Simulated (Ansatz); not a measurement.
The parent structure is ZnSe in the zinc blende structure (space group F-43m, No. 216; a = 5.568 Å).

Level of theory: LDA (Ansatz, a first-principles code, PAW, no spin-orbit coupling).

Strains are applied to the cell and any free atomic positions relax.

One change was made to it. Results:

The valley order (the lowest conduction-band minima on the path, energy above the VBM, named in the base's zone) changes from Γ 1.25 eV; L along ⟨111⟩ 2.45 eV; X along ⟨100⟩ 2.69 eV to Γ 1.64 eV; X along ⟨100⟩ 2.46 eV; L along ⟨111⟩ 2.61 eV; the energy rises by 44 meV/atom; the electron mass goes from 0.090 mₑ (at Γ) to 0.11 mₑ (at Γ); the pressure goes from zero to 8.06 GPa.

### Question
What was done to the base?
(A) isotropic strain −3.00 %
(B) isotropic strain −1.50 %
(C) isotropic strain +0.50 %

### Answer
A, isotropic strain −3.00 %. For comparison, the valley order in the other runs: isotropic strain +0.50 % gives Γ 1.19 eV; L along ⟨111⟩ 2.42 eV; X along ⟨100⟩ 2.73 eV; isotropic strain −1.50 % gives Γ 1.44 eV; L along ⟨111⟩ 2.53 eV; X along ⟨100⟩ 2.58 eV.

The levels and masses belong to the bands next to the band gap. Effective masses come from finite differences of ±0.01 Å⁻¹. Whether these cells are dynamically stable was not tested.
